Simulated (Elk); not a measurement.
# Input and output of a self-consistent single point for Cu (Fm-3m, 1 atom in the cell) (Elk)

Method: PBE, all-electron FP-LAPW, Elk's shipped species files, APW+lo basis with extra local orbitals (Elk).

Input:

```
tasks
  0

xctype
  20

rgkmax
  7.5

gmaxvr
  14.0

nxlo
  2

lorbcnd
  .true.

rmtscf
  0.94

lmaxi
  3

swidth
  0.00499791

maxscl
  100

scale
  1.889726125

avec
    0.0000000000    1.8066020000    1.8066020000
    1.8066020000    0.0000000000    1.8066020000
    1.8066020000    1.8066020000    0.0000000000

sppath
  './'

atoms
  1
  'Cu.in'
  1
  0.0000000000  0.0000000000  0.0000000000    0.0 0.0 0.0

ngridk
  16 16 16
```

Log, with long lists cut:

```
│ Elk code version 10.2.4 │

All units are atomic (Hartree, Bohr, etc.)

│ Ground-state run starting from atomic densities │

Lattice vectors :
   0.000000000       3.413982997       3.413982997
   3.413982997       0.000000000       3.413982997
   3.413982997       3.413982997       0.000000000

Unit cell volume      :    79.58185483
Brillouin zone volume :    3.116919227

Muffin-tin inner radius fraction :   0.1000000000E-01

Nuclei treated as point charges

Species :    1 (Cu)
 parameters loaded from : Cu.in
 name : copper
 nuclear charge    :   -29.00000000
 electronic charge :    29.00000000
 atomic mass :    115837.2717
 muffin-tin radius :    2.256000000
 number of radial points in muffin-tin :    497
 atomic positions (lattice), magnetic fields (Cartesian) :
   1 :   0.00000000  0.00000000  0.00000000    0.00000000  0.00000000  0.00000000

Total number of atoms per unit cell :    1

Spin treatment :
 spin-unpolarised

Number of Bravais lattice symmetries :   48
Number of crystal symmetries         :   48
Crystal has inversion symmetry
Real symmetric eigensolver will be used

k-point grid :     16    16    16
k-point offset :    0.000000000       0.000000000       0.000000000
k-point set is reduced with full crystal symmetry group
Total number of k-points :      145

Muffin-tin radius times maximum |G+k| :    7.500000000
 using average radius
Maximum |G+k| for APW functions       :    3.324468085
Maximum (1/2)|G+k|²                   :    5.526044024
Maximum |G| for potential and density :    14.00000000
 potential will be trimmed for |G| > 2 gkmax
Constant for pseudocharge density :    8
Radial integration step length :    4

G-vector grid sizes :     24    24    24
Number of G-vectors :     3695

Maximum angular momentum used for
 APW functions                      :    8
 outer part of muffin-tin           :    6
 inner part of muffin-tin           :    3

Total nuclear charge    :   -29.00000000
Total core charge       :    12.00000000
Total valence charge    :    17.00000000
Total excess charge     :    0.000000000
Total electronic charge :    29.00000000

Effective Wigner radius, rₛ :   0.8685119865

Number of empty states         :    4
Total number of valence states :   13
Total number of core states    :   12

Conduction state local-orbitals added automatically
Total number of local-orbitals :   82

Exchange-correlation functional :     20     0     0
 Perdew-Burke-Ernzerhof, Phys. Rev. Lett. 77, 3865 (1996)
 gradient requirement :    1
 generalised gradient approximation (GGA)

Smearing type :    3
 Fermi-Dirac
Smearing width :   0.4997910000E-02
Effective electronic temperature (K) :    1578.215154

Mixing type :    3
 Broyden mixing, J. Phys. A: Math. Gen. 17, L317 (1984)

Kohn-Sham potential initialised from atomic data

│ Self-consistent loop started │
│ Loop number : 1 │
 total energy                :     -1643.71650150
│ Loop number : 2 │
 total energy                :     -1644.36823760
RMS change in Kohn-Sham potential (target) :   0.4251450269     (  0.1000000000E-05)
Absolute change in total energy (target)   :   0.6517361034     (  0.1000000000E-03)
│ Loop number : 3 │
 total energy                :     -1646.41051433
RMS change in Kohn-Sham potential (target) :   0.3530452638     (  0.1000000000E-05)
Absolute change in total energy (target)   :    2.205210760     (  0.1000000000E-03)
│ Loop number : 4 │
 total energy                :     -1647.76181936
RMS change in Kohn-Sham potential (target) :   0.3005278786     (  0.1000000000E-05)
Absolute change in total energy (target)   :    1.902607713     (  0.1000000000E-03)
│ Loop number : 5 │
 total energy                :     -1651.22555800
RMS change in Kohn-Sham potential (target) :   0.1580465000     (  0.1000000000E-05)
Absolute change in total energy (target)   :    3.939390572     (  0.1000000000E-03)
│ Loop number : 6 │
 total energy                :     -1653.77804092
RMS change in Kohn-Sham potential (target) :   0.5277387388E-01 (  0.1000000000E-05)
Absolute change in total energy (target)   :    3.537330565     (  0.1000000000E-03)
│ Loop number : 7 │
 total energy                :     -1654.99454148
RMS change in Kohn-Sham potential (target) :   0.4299092645E-02 (  0.1000000000E-05)
Absolute change in total energy (target)   :    2.100833193     (  0.1000000000E-03)
│ Loop number : 8 │
 total energy                :     -1655.07464093
RMS change in Kohn-Sham potential (target) :   0.1159537972E-02 (  0.1000000000E-05)
Absolute change in total energy (target)   :   0.6053077532     (  0.1000000000E-03)
│ Loop number : 9 │
 total energy                :     -1655.09569397
RMS change in Kohn-Sham potential (target) :   0.1618578733E-03 (  0.1000000000E-05)
Absolute change in total energy (target)   :   0.1723799822     (  0.1000000000E-03)
│ Loop number : 10 │
 total energy                :     -1655.09666578
RMS change in Kohn-Sham potential (target) :   0.4482131539E-04 (  0.1000000000E-05)
Absolute change in total energy (target)   :   0.4406680249E-01 (  0.1000000000E-03)
│ Loop number : 11 │
 total energy                :     -1655.09585235
RMS change in Kohn-Sham potential (target) :   0.2330356935E-04 (  0.1000000000E-05)
Absolute change in total energy (target)   :   0.1020327186E-01 (  0.1000000000E-03)
│ Loop number : 12 │
 total energy                :     -1655.09509059
RMS change in Kohn-Sham potential (target) :   0.5216204068E-05 (  0.1000000000E-05)
Absolute change in total energy (target)   :   0.1789059124E-02 (  0.1000000000E-03)
│ Loop number : 13 │
 total energy                :     -1655.09499210
RMS change in Kohn-Sham potential (target) :   0.2167730126E-05 (  0.1000000000E-05)
Absolute change in total energy (target)   :   0.3487755753E-03 (  0.1000000000E-03)
│ Loop number : 14 │
 total energy                :     -1655.09494156
RMS change in Kohn-Sham potential (target) :   0.4416724208E-06 (  0.1000000000E-05)
Absolute change in total energy (target)   :   0.3664613746E-04 (  0.1000000000E-03)
Convergence targets achieved

│ Loop number : 15 │

Energies :
 Fermi                       :     0.261521336564
 sum of eigenvalues          :     -947.327092315
 electron kinetic            :      1683.24641746
 core electron kinetic       :      1498.68609282
 Coulomb                     :     -3270.64269568
 Coulomb potential           :     -2542.64588509
 nuclear-nuclear             :     -220.914846459
 electron-nuclear            :     -3556.80981334
 Hartree                     :      507.081964124
 Madelung                    :     -1999.31975313
 xc potential                :     -87.9276246782
 exchange                    :     -66.3155057377
 correlation                 :     -1.38245076361
 electron entropic           :    -0.694052840247E-03
 total energy                :     -1655.09492877

Density of states at Fermi energy :    8.433083404
 (states/Hartree/unit cell)

Estimated indirect band gap :   0.2242166132E-02
 from k-point     85 to k-point    123
Estimated direct band gap   :   0.6174310222E-01
 at k-point     31

Charges :
 core                        :    12.00000000
 valence                     :    17.00000000
 interstitial                :    1.040240168
 muffin-tins (core leakage)
  species :    1 (Cu)
   atom    1                 :    27.95975983     (  0.3568719371E-03)
 total in muffin-tins        :    27.95975983
 total calculated charge     :    28.99423068
 total charge                :    29.00000000
 error                       :   0.5769321183E-02

│ Self-consistent loop stopped │
```

The run converged in 15 iterations. The count includes the last loop, which Elk runs after its targets are met.

The starting cell comes from a database of computed structures (which also holds hypothetical and non-ambient phases and stackings), without a prior relaxation at this level. Its lattice was rescaled by a random factor within 2.5 % of one. Spin polarisation is off. Values depend on the basis (sphere radii, cutoffs, local orbitals), which need not be converged. The log's line on a gap gives a spacing of levels on this mesh, which the program prints for metals too.
